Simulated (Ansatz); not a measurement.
An Ansatz (a first-principles code) run: Ni3N with a change (pressure 0.7 GPa); PBEsol (Ansatz; PAW; 420 eV plane waves; without spin-orbit coupling).

Input:

Ansatz 0.2 input:
```yaml
crystal:
  lattice:
    - [4.544036393, 0, 0]
    - [-2.2720181965, 3.935250952, 0]
    - [0, 0, 4.2382637385]
  atoms:
    - { symbol: Ni, position: [0, 0.6709511001, 0.5] }
    - { symbol: Ni, position: [0.3290488999, 0, 0] }
    - { symbol: Ni, position: [0.3290488999, 0.3290488999, 0.5] }
    - { symbol: Ni, position: [0, 0.3290488999, 0] }
    - { symbol: Ni, position: [0.6709511001, 0, 0.5] }
    - { symbol: Ni, position: [0.6709511001, 0.6709511001, 0] }
    - { symbol: N, position: [0.6666666667, 0.3333333333, 0.75] }
    - { symbol: N, position: [0.3333333333, 0.6666666667, 0.25] }
basis: { ecutwfc: 420, ecutrho_ratio: 4, xc_grid: 2, fft_grid_basis: typed }
kpoints: { mp_grid: { grid: [12, 12, 11] } }
hamiltonian:
  xc: pbesol
  dispersion: none
  pseudopotentials: { kind: paw }
scf: { occupations: { method: fermi_dirac, width: 0.05 } }
relax: { f_tol: 0.01, max_steps: 60, cell: { stress_tol: 0.02, p_target: 0.7 } }
output: { forces: true, stress: true }
checkpoint: { write: state.ck, write_every: 1000 }
```

Output (explanatory and most iteration lines left out):

```
Relaxation: its limit of steps is 60 (relax.max_steps)
Pseudopotential: Ni, paw, valence charge 18
Pseudopotential: N, paw, valence charge 5
Crystal: 8 atoms, lattice volume = 75.788 Å³
Basis set: ecut = 420 eV, 1485 PW (Γ), exchange–correlation on 64×64×60 points (8 copies of the dense FFT grid, shifted against one another)
Bands: 71, of which v1, the nominal top of the filled ones, is band 59 counted from 1 (58 counted from 0)
Symmetry: 12 space group operations
Space group: P6322 (ITA 182), of the structure as read, at distance tolerance 4.2e-5 Å
k-points: 114 of 1584 (time reversal used)
Functional: x = pbesol(κ = 0.804, μ = 0.12345679012345678), c = pbesol(β = 0.046)
SCF iter   1: F=—  HF=-35587.256229 eV  |F-HF|=—  |Δ(HF+E_count)|=         —  Δρ=2.37e-2  dr2=2.20e-1  ethr=1.77e-3  ⟨swp⟩=5.8  Hψ=24530  notcnv=0  defer=142
SCF iter   2: F=—  HF=-35587.198708 eV  |F-HF|=—  |Δ(HF+E_count)|=   5.75e-2  Δρ=7.90e-3  dr2=3.41e-2  ethr=1.86e-4  ⟨swp⟩=3.0  Hψ=16570  notcnv=0  defer=315
SCF 1 converged in 8 iterations: F = -35587.188386 eV  dr2 = 1.32e-8
relax step   1: F+E_penalty+E_count = -35587.18838597 eV  Δ(F+E_penalty+E_count) = +0.000e0 eV  max|allowed force component| = 2.024e-4 eV/Å  Δτ_max = 0.0000 Å  P = +0.298 GPa  Ω = 75.788 Å³  (8 SCF iters, dr2 threshold 1.00e-7 eV, accepted)
[... steps on the carried basis left out ...]
relax step   5: F+E_penalty+E_count = -35587.18799489 eV  Δ(F+E_penalty+E_count) = +2.704e-4 eV  max|allowed force component| = 2.397e-4 eV/Å  Δτ_max = 0.0000 Å  P = +0.697 GPa  Ω = 75.658 Å³  stress off target by 6.23e-3 GPa  SCF on the basis re-selected at this cell (its energy is not comparable with the rows above)  (9 SCF iters)
SCF converged after 9 iterations
Free energy (F): -35587.187995 eV
Internal energy: -35587.151650 eV  (E = F + TS)
E sigma→0 (E₀):  -35587.169822 eV
Entropy (-TS):   -0.036345 eV (-4.543 meV/atom)
Fermi energy:    17.914339 eV
--- Forces (eV/Å), atoms counted from 1 ---
  atom   1  Ni    -0.00011983     0.00020755    -0.00000000
  atom   2  Ni    -0.00023966     0.00000000    -0.00000000
  atom   3  Ni    -0.00011983    -0.00020755     0.00000000
  atom   4  Ni     0.00011983    -0.00020755    -0.00000000
  atom   5  Ni     0.00023966     0.00000000     0.00000000
  atom   6  Ni     0.00011983     0.00020755     0.00000000
  atom   7  N     -0.00000000     0.00000000     0.00000000
  atom   8  N     -0.00000000    -0.00000000     0.00000000
--- Stress (GPa, compression-positive) ---
        0.698347      -0.000000      -0.000000
       -0.000000       0.698347       0.000000
       -0.000000      -0.000000       0.693774
  P = ⅓ Tr σ = 0.6968 GPa (6.968 kbar)
--- Relaxed structure (4 steps of the walk, 4 accepted, 1 SCFs on fresh bases) ---
  cell:  # Å, volume = 75.6584 Å³
    - [4.5414754919150875, 1.0339944799022335e-34, -1.7233241331703895e-35]
    - [-2.2707377459575437, 3.9330331466628956, -6.307804116951594e-36]
    - [-3.214719932527075e-35, 2.009199957829422e-36, 4.235771202708913]
  atoms:
    - { symbol: Ni, position: [5.551115123125783e-17, 0.6710928956973539, 0.5] }
    - { symbol: Ni, position: [0.3289071043026462, 1.0762121114756142e-22, -5.626933777821712e-35] }
    - { symbol: Ni, position: [0.3289071043026462, 0.3289071043026462, 0.5] }
    - { symbol: Ni, position: [-1.1920860933231394e-70, 0.3289071043026462, -1.6981387951996115e-35] }
    - { symbol: Ni, position: [0.6710928956973538, 1.0762121114752881e-22, 0.5] }
    - { symbol: Ni, position: [0.6710928956973539, 0.6710928956973539, 5.260088463179288e-35] }
    - { symbol: N, position: [0.6666666666666667, 0.33333333333333337, 0.7500000000000002] }
    - { symbol: N, position: [0.33333333333333337, 0.6666666666666669, 0.25] }
```

Load acts through the strain it causes; cell and atoms are relaxed under it. No phonon test of stability was made. All final runs are without spin polarisation. The cell was made from Ni₃N (space group P6_322, No. 182; non-magnetic; a cell from a computed database, its experimental status unchecked) by this change: pressure 0.7 GPa.
